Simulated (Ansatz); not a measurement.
Calculation: PBE (plane waves to 420 eV, PAW; Ansatz, a first-principles code).

Planar average of the electrostatic potential across the slab, in eV from the Fermi level, for a constructed model of the (111) surface of fcc Ir, (√3x√3)R30° layer of Sn, one a cell, on the site that continues the host's stacking (bottom of the slab: a bare face, its two planes held):

(z (Å), V (eV)): (3.89, 5.50); (4.17, 5.50); (4.44, 5.50); (4.72, 5.50); (5.00, 5.49); (5.28, 5.47); (5.56, 5.44); (5.83, 5.37); (6.11, 5.22); (6.39, 4.91); (6.67, 4.22); (6.94, 2.75); (7.22, -0.56); (7.50, -8.09); (7.78, -17.23); (8.06, -23.14); (8.33, -23.00); (8.61, -16.96); (8.89, -8.09); (9.17, -2.04); (9.44, -2.29); (9.72, -8.73); (10.00, -17.64); (10.28, -23.56); (10.56, -23.63); (10.83, -17.82); (11.11, -9.01); (11.39, -2.68); (11.67, -2.69); (11.94, -9.04); (12.22, -17.84); (12.50, -23.62); (12.78, -23.50); (13.06, -17.55); (13.33, -8.70); (13.61, -2.41); (13.89, -2.28); (14.17, -8.34); (14.44, -17.21); (14.72, -23.36); (15.00, -23.72); (15.28, -18.11); (15.56, -9.33); (15.83, -2.72); (16.11, -2.31); (16.39, -8.19); (16.67, -17.04); (16.94, -23.28); (17.22, -23.77); (17.50, -18.27); (17.78, -9.51); (18.06, -2.73); (18.33, -2.12); (18.61, -7.88); (18.89, -16.73); (19.17, -22.98); (19.44, -23.41); (19.72, -17.78); (20.00, -8.77); (20.28, -1.47); (20.56, 0.70); (20.83, 0.20); (21.11, 0.17); (21.39, 0.96); (21.67, 0.95); (21.94, 0.07); (22.22, 0.18); (22.50, 1.82); (22.78, 3.15); (23.06, 3.78); (23.33, 4.11); (23.61, 4.27); (23.89, 4.35); (24.17, 4.39); (24.44, 4.41); (24.72, 4.42); (25.00, 4.43); (25.28, 4.43); (25.56, 4.43); (25.83, 4.43)

Set-up: 19 atoms, 13.6 Å thick at the start with caps and adatoms (thin: gaps and levels are the slab's own); mesh 9x9x1; 0.1 eV smearing; dipole correction on; 6 atoms held, the rest relaxed; held to the start's symmetry, so lower structures may exist; no spin, no spin-orbit, no U. It is one candidate, not shown to be the stable structure of the face.

**Question.** The surface cell has an area of 19.47 Å². What dipole along the normal does the step between the two vacuum levels imply?

**Answer.** the top vacuum level lies 1.07 eV below the bottom one; p = −ε₀ A ΔV (ε₀ = 0.005526 e/(V·Å)) gives 0.12 e·Å a cell.
